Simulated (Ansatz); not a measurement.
# Effect of isotropic strain +1.41 % on BeS

Start from BeS in the zinc blende structure (space group F-43m, No. 216; a = 4.876 Å).

Perturbation: every lattice vector is stretched by 1.41 %, atoms relaxed at fixed cell.

Level of theory: Ansatz (a quantum-chemistry and plane-wave program) PBE, scalar-relativistic without spin-orbit coupling. Settings: 12×12×12 k-points, 0.05 eV Fermi–Dirac smearing.

```csv
quantity,base,changed,shift
volume per atom,14.49 Å³,15.11 Å³,+0.62 Å³
space group,F-43m (No. 216),F-43m (No. 216),–
shortest interatomic distance,2.111 Å,2.141 Å,+0.030 Å
energy relative to the base (free energy F),0 meV/atom,+7.2 meV/atom,+7.2 meV/atom
band gap,3.15 eV,3.23 eV,+0.087 eV
gap character,"indirect, Γ → X","indirect, Γ → X",–
smallest direct gap,5.61 eV,5.41 eV,-0.206 eV
mean gap deformation potential ΔEg/Δln V,–,+2.1 eV,–
width of the top valence band,3.27 eV,3.08 eV,-0.19 eV
electron mass,"0.84 mₑ along k, 0.29 mₑ across (at X)","0.85 mₑ along k, 0.30 mₑ across (at X)",–
"hole mass (degenerate bands, along [100])","0.34, 0.57, 0.57 mₑ (at Γ)","0.33, 0.60, 0.60 mₑ (at Γ)",–
```

Masses are band curvatures over ±0.01 Å⁻¹ around the edge. Along k means along the line from Γ to the band edge. Whether these cells are dynamically stable was not tested.
